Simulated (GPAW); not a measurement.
Band structure of ScGaCu (P-1, 6 atoms in the cell).

```
CELL_PARAMETERS angstrom
      4.15012     0.00000     0.00000
      2.07450     4.85626     0.00000
      2.06856    -0.56071     4.90049
ATOMIC_POSITIONS crystal
  Sc 0.75589 0.77905 0.70765
  Sc 0.24411 0.22095 0.29235
  Ga 0.04825 0.78341 0.11932
  Ga 0.95175 0.21659 0.88068
  Cu 0.54290 0.62128 0.29271
  Cu 0.45710 0.37872 0.70729
```

Method of the run: PBEsol, GPAW PAW datasets PBEsol (made by gpaw-setup) (plane waves; GPAW 25.7.0).

Settings: mode = pw; ecut = 850 eV; xc = PBEsol; kpts = 5 3 3; mesh shift (steps) = 0 0 0; occupations.name = fermi-dirac; occupations.width = 0.136 eV; nbands = -12; symmetry.symmorphic = false; symmetry.tolerance = 0.0005; maxiter = 120; bandpath_npoints = 40.

The starting cell comes from a database of computed structures (which also holds hypothetical and non-ambient phases and stackings), without a prior relaxation at this level. Spin polarisation is off.

Levels in eV from the Fermi level, bands 23 to 29:
```json
[
 {"point": "X", "23": "-0.67", "24": "-0.55", "25": "0.06", "26": "0.50", "27": "0.84", "28": "1.31", "29": "1.65"},
 {"point": "Γ", "23": "-1.04", "24": "-0.95", "25": "-0.56", "26": "-0.17", "27": "0.40", "28": "1.67", "29": "2.32"}
]
```

Bands cross the Fermi level along this path, so the cell is metallic at this level.
